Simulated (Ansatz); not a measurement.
Take SiSe₂ (space group Ibam, No. 72; a = 6.3014 Å, b = 9.3016 Å, c = 5.8556 Å; made of chains) as the base.

It is then changed as follows: a hydrostatic pressure of 0.3 GPa.

Levels (all Ansatz, an electronic-structure program, PAW): PBEsol (420 eV, no spin-orbit coupling); PBEsol+SOC (420 eV, with spin-orbit coupling).

The geometry is relaxed with PBEsol.

| Property | Value |
|---|---|
| PBEsol width of the top valence band | 0.79 eV |
| PBEsol smallest direct gap | 1.64 eV |
| PBEsol lowest conduction level above the VBM at special points | X 1.55 eV; Λ₀ 1.95 eV; G₀ 1.95 eV; Σ₀ 2.00 eV |
| PBEsol pressure | 0.30 GPa |

### Question
What does PBEsol+SOC give at this geometry for the width of the top valence band, smallest direct gap, lowest conduction level above the VBM at special points and pressure?

### Answer
The width of the top valence band shrinks by 0.036 eV, from 0.79 eV to 0.76 eV; the smallest direct gap stays 1.64 eV; the lowest conduction level above the VBM at special points changes from X 1.55 eV; Λ₀ 1.95 eV; G₀ 1.95 eV; Σ₀ 2.00 eV to X 1.55 eV; Λ₀ 1.96 eV; G₀ 1.96 eV; Σ₀ 2.00 eV; the pressure hardly moves (0.30 GPa against 0.33 GPa).

Single points use the geometry relaxed with PBEsol. The spin-orbit shifts are approximate. Load acts through the strain it causes; cell and atoms are relaxed under it. Whether these cells are dynamically stable was not tested. No dispersion term is included in the PBEsol runs.
